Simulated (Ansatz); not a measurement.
The cell is built on a prototype and need not be the phase stable at ambient conditions.

By PBEsol, the system below comes out a metal.

Here is the system:

```
TiC
1.0
    3.78936     0.00000     0.00000
   -1.89468     3.28168     0.00000
    1.89468     1.09389     1.54700
Ti C
1 1
Cartesian
  0.00000   0.00000   0.00000
  0.00000   2.18779   0.77350
```

Space group of this cell: Pm-3m, CsCl type. The cell was relaxed by PBE-D3(BJ); by PBEsol its mean pressure is 0.6 GPa.

The current flows along the normal of the first two printed cell vectors. No spin-orbit coupling; the value is a mean over 0.1 eV about the Fermi level.

Estimate the ballistic conductance per area that PBEsol run with Ansatz (a program for electronic structure) returns for this system.

2.1 × 10¹⁵ S/m² for both spins.
